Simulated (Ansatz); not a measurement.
The starting structures come from a database of crystals and need not be the phases stable at ambient conditions.

Given:

```
Cs2ZrF6
1.0
    8.08803     0.00000     0.00000
    0.51972     8.07131     0.00000
    3.04249     2.85288     2.68553
Cs Zr F
2 1 6
Direct
  0.33333   0.66667   0.30316
  0.66667   0.33333   0.69684
  0.00000   0.00000   0.00000
  0.15283   0.84717   0.77692
  0.84717   0.15283   0.22308
  0.15283   0.30566   0.31843
  0.84717   0.69434   0.68157
  0.69434   0.84717   0.23541
  0.30566   0.15283   0.76459
```

Space group of this cell: P-3m1. The cell is taken as given.

Transport runs along the normal of the first two printed cell vectors, the (111) plane of the conventional cell.

No gap correction and no spin-orbit coupling; mid-gap values are interpolated between computed energies.

### Question
Predict the band gap and the smallest decay constant κ at mid-gap from r2SCAN in Ansatz (a first-principles code).

### Answer
Gap 7.66 eV on a 12×12×12 mesh; κ = 0.529 1/Å, at the zone centre.
